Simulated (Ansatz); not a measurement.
## Effect of biaxial strain +2.40 %, plane normal [001], relaxed out of plane on SiO2

Consider SiO$_{2}$ in the rutile structure (space group P4_2/mnm, No. 136; a = 4.1549 Å, c = 2.6615 Å). Axes: x, y, z lie along a, b, c of the conventional cell.

It is then changed as follows: tensile biaxial strain of 2.40 % in the plane normal to [001], as in epitaxy on a mismatched substrate; the out-of-plane cell vector and the atoms relax.

Calculations: Ansatz (an electronic-structure program) LDA, scalar-relativistic without spin-orbit coupling. k-mesh 8×8×12 (Γ-centred); smearing 0.05 eV (Fermi–Dirac).

| quantity | base | changed | shift |
|---|---|---|---|
| volume per atom | 7.66 Å³ | 7.94 Å³ | +0.28 Å³ |
| band gap | 5.81 eV | 5.41 eV | -0.394 eV |
| gap character | direct at Γ | direct at Γ | – |
| width of the top valence band | 2.76 eV | 2.65 eV | -0.11 eV |
| electron mass | 0.40 mₑ along c, 0.52 mₑ across (at Γ) | 0.40 mₑ out of plane, 0.48 mₑ in plane (at Γ) | – |
| valence-band top at Γ (three highest levels, from the VBM) | 0.00, -0.91, -0.91 eV | 0.00, -0.87, -0.87 eV | – |
| valley order (the lowest conduction-band minima on the path, energy above the VBM, named in the base's zone) | Γ 5.81 eV; A (1/2, 1/2, 1/2) 7.19 eV | Γ 5.41 eV; A (1/2, 1/2, 1/2) 6.89 eV | – |
| out-of-plane strain | – | -1.15 % | – |
| ratio −ε⊥/ε∥ | – | 0.48 | – |
| mean in-plane stress (compression positive) | – | -11.6 GPa | – |

Effective masses come from finite differences of ±0.01 Å⁻¹. Whether these cells are dynamically stable was not tested.
